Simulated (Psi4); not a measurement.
Psi4 1.11, BP86/def2-svp: W(NMe)2(F)2 (C[N]=[W]([F])([F])=[N]C), 13 atoms. The geometry is a generated start, not checked to be a minimum at this level.

```yaml
task: energy
method: bp86
basis: def2-svp
memory: 3 GB
maxiter: 100
keys_of_the_molecule_block: symmetry c1
scf_type: df (default)
e_convergence: 1e-06 (default)
d_convergence: 1e-06 (default)
dft_radial_points: 75 (default)
dft_spherical_points: 302 (default)
effective_core_potentials: those of the basis set, past Kr
basis_functions: 146
grid_points: 280978
```

```xyz
13

W      0.1394     0.8320     1.0491
N     -1.3820    -0.0281     0.6589
C     -2.4270    -0.8314     0.1181
H     -2.0319    -1.5459    -0.6171
H     -2.9343    -1.3913     0.9123
H     -3.1741    -0.2004    -0.3754
N      1.4535     0.4641    -0.1109
C      2.2886     0.0002    -1.1681
H      2.8961    -0.8449    -0.8264
H      1.6869    -0.3279    -2.0268
H      2.9711     0.7916    -1.5009
F     -0.1889     2.7220     1.0667
F      0.7024     0.3599     2.8207
```

Charge 0 and multiplicity 1 are set for this test and not shown to be the ground state.

With the defaults (diis = true, scf_initial_accelerator = adiis, damping_percentage = 0, level_shift = 0, level_shift_cutoff = 0.01, diis_max_vecs = 10, guess = auto, which took SAD, soscf = false, soscf_start_convergence = 0.01) it converges in 14 SCF iterations. One run each on 2 threads, with these changes:
- soscf = true, soscf_start_convergence = 0.1
- level_shift = 0.5, level_shift_cutoff = 0.001
- scf_initial_accelerator = ediis
- level_shift = 0.1, level_shift_cutoff = 0.001
- diis_max_vecs = 20
- diis = false, scf_initial_accelerator = none, damping_percentage = 60
- scf_initial_accelerator = none
- soscf = true, soscf_start_convergence = 0.001
- guess = sadno

**Question.** Which of these changes keep the SCF from converging, or lead it to another solution?

**Answer.** No convergence: diis = false, scf_initial_accelerator = none, damping_percentage = 60 (the run ends without SCF convergence in 100 iterations). The rest reach the solution of the defaults. So do 11 further settings that aren't listed.

```
setting                                                                SCF iterations  JK calls             end
---------------------------------------------------------------------  --------------  --------  --------------
soscf = true, soscf_start_convergence = 0.1                                         8        34   same solution
soscf = true, soscf_start_convergence = 0.001                                      10        21   same solution
level_shift = 0.1, level_shift_cutoff = 0.001                                      13        14   same solution
the defaults                                                                       14        15   same solution
diis_max_vecs = 20                                                                 14        15   same solution
scf_initial_accelerator = none                                                     14        15   same solution
scf_initial_accelerator = ediis                                                    14        15   same solution
level_shift = 0.5, level_shift_cutoff = 0.001                                      15        16   same solution
guess = sadno                                                                      17        17   same solution
diis = false, scf_initial_accelerator = none, damping_percentage = 60             100       101  no convergence
```

An SOSCF iteration holds several JK calls; a Hückel guess adds calls on atoms. 1 further run of the study ended by our limits or in an error and is left out.
